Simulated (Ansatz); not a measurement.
The reference is ZnS in the wurtzite structure (space group P6_3mc, No. 186; a = 3.806 Å, c = 6.245 Å).

The values are results of r2SCAN (Ansatz, a quantum-chemistry and plane-wave program), without spin-orbit coupling, not measurements.

Base values:

| Item | Value |
|---|---|
| c/a ratio | 1.641 |
| Valence-band top at Γ | 0.00, 0.00, -0.08 eV |
| Band gap | 2.78 eV |
| Electron mass | 0.18 mₑ along c, 0.21 mₑ across (at Γ) |
| Density | 4.13 g/cm³ |

One thing is altered: every S is replaced by O, then cell and atoms are relaxed.

Tabulated Pauling electronegativity and covalent radius: S 2.58, 1.05 Å; O 3.44, 0.66 Å.

**Question.** What happens to the c/a ratio, valence-band top at Γ, band gap, electron mass and density?

**Answer.** The c/a ratio falls by 0.030 (1.641 → 1.611); the valence-band top at Γ (three highest levels, from the VBM) goes from 0.00, 0.00, -0.08 eV to 0.00, 0.00, -0.10 eV; the band gap falls by 1.54 eV (2.78 eV → 1.24 eV); the electron mass goes from 0.18 mₑ along c, 0.21 mₑ across (at Γ) to 0.19 mₑ (at Γ); the density rises by 1.59 g/cm³, from 4.13 g/cm³ to 5.72 g/cm³.

Effective masses come from finite differences of ±0.01 Å⁻¹. Whether these cells are dynamically stable was not tested.
